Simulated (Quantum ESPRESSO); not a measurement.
Input and output of a self-consistent single point for MgZnCu (Imma, 6 atoms in the cell) (Quantum ESPRESSO).

Method: LDA (PZ), GBRV 1.5 ultrasoft (LDA) pseudopotentials (plane waves; Quantum ESPRESSO).

The change in words: lattice scaled by 0.98. Reference geometry:
```xyz
6
Lattice="-2.5350 2.5660 3.5824 2.5350 -2.5660 3.5824 2.5350 2.5660 -3.5824" Properties=species:S:1:pos:R:3 pbc="T T T"
Mg     2.5350    -1.2830     2.6735
Mg     0.0000     3.8489     0.9088
Zn     1.2675     1.2830     1.7912
Zn    -1.2675     1.2830     1.7912
Cu     0.0000     0.0000     3.5824
Cu     2.5350     0.0000     0.0000
```

Reference input (self-consistent single point, DFT, LDA (PZ), plane waves, GBRV 1.5 ultrasoft (LDA) pseudopotentials): ecutwfc = 50 Ry; ecutrho = 400 Ry; occupations = smearing; smearing = fd; degauss = 0.0073499 Ry; potentials = {Mg: mg_lda_v1.4.uspp.F.UPF, Zn: zn_lda_v1.uspp.F.UPF, Cu: cu_lda_v1.2.uspp.F.UPF}; K_POINTS = automatic 5 5 5 0 0 0; conv_thr = 1e-10 Ry. This run's input differs from it in these lines:

```diff
@@ -26,8 +26,8 @@
 ATOMIC_POSITIONS bohr
-Mg    4.7904424978   -2.4244770439    5.0522356217
-Mg    0.0000000000    7.2734311318    1.7174757835
-Zn    2.3952212489    2.4244770439    3.3848557026
-Zn   -2.3952212489    2.4244770439    3.3848557026
-Cu    0.0000000000    0.0000000000    6.7697114052
-Cu    4.7904424978    0.0000000000    0.0000000000
+Mg    4.6946333833   -2.3759876164    4.9511902605
+Mg    0.0000000000    7.1279628493    1.6831260473
+Zn    2.3473166917    2.3759876164    3.3171581539
+Zn   -2.3473166917    2.3759876164    3.3171581539
+Cu    0.0000000000    0.0000000000    6.6343163078
+Cu    4.6946333833    0.0000000000    0.0000000000
 K_POINTS automatic
@@ -35,5 +35,5 @@
 CELL_PARAMETERS angstrom
-  -2.5349930000     2.5659560000     3.5823770000
-   2.5349930000    -2.5659560000     3.5823770000
-   2.5349930000     2.5659560000    -3.5823770000
+  -2.4842930000     2.5146370000     3.5107290000
+   2.4842930000    -2.5146370000     3.5107290000
+   2.4842930000     2.5146370000    -3.5107290000
```

Log, with long lists cut:

```
     Self-consistent Calculation

     iteration #  1     ecut=    50.00 Ry     beta= 0.70

     total energy              =   -1949.59365429 Ry
     estimated scf accuracy    <      38.88149477 Ry

     iteration #  2     ecut=    50.00 Ry     beta= 0.70

     total energy              =   -1948.87774041 Ry
     estimated scf accuracy    <     211.73039594 Ry

     iteration #  3     ecut=    50.00 Ry     beta= 0.70

     total energy              =   -1979.65306052 Ry
     estimated scf accuracy    <      41.01449026 Ry

   [... 11 blocks of this kind left out ...]

     iteration # 15     ecut=    50.00 Ry     beta= 0.70

     total energy              =   -1979.80571041 Ry
     estimated scf accuracy    <          1.8E-09 Ry

     iteration # 16     ecut=    50.00 Ry     beta= 0.70
     End of self-consistent calculation

   [... 5 lines left out ...]

   [... 5 lines left out ...]

     the Fermi energy is    11.9934 ev

!    total energy              =   -1979.80571041 Ry
     estimated scf accuracy    <          3.5E-11 Ry
     smearing contrib. (-TS)   =      -0.00346260 Ry
     internal energy E=F+TS    =   -1979.80224781 Ry

     convergence has been achieved in  16 iterations

     Forces acting on atoms (cartesian axes, Ry/au):

     atom    1 type  1   force =     0.00000000    0.00000000   -0.00134637
     atom    2 type  1   force =     0.00000000    0.00000000    0.00134637
     atom    3 type  2   force =    -0.00000000   -0.00000000   -0.00000000
     atom    4 type  2   force =    -0.00000000   -0.00000000   -0.00000000
     atom    5 type  3   force =    -0.00000000    0.00000000   -0.00000000
   [... lines left out ...]

     Total force =     0.001904     Total SCF correction =     0.000001

          total   stress  (Ry/bohr**3)                   (kbar)     P=      -41.84
  -0.00023896   0.00000000   0.00000000          -35.15        0.00        0.00
   0.00000000  -0.00030871  -0.00000000            0.00      -45.41       -0.00
   0.00000000   0.00000000  -0.00030557            0.00        0.00      -44.95

   JOB DONE.
```

The run converged in 16 iterations. Against the reference run the free energy falls by 33.6 meV/atom, the pressure goes from -8.69 to -4.18 GPa and the largest force hardly changes (0.036 to 0.035 eV/Å).

The starting cell comes from a database of computed structures (which also holds hypothetical and non-ambient phases and stackings), without a prior relaxation at this level. Its lattice was rescaled by a random factor within 2.5 % of one. For this run, on top of that: lattice scaled by 0.98. Spin polarisation is off. With a pressure of about -4 GPa the cell is away from its equilibrium volume at this level.

Cost on one core of a shared machine: roughly 4 min.
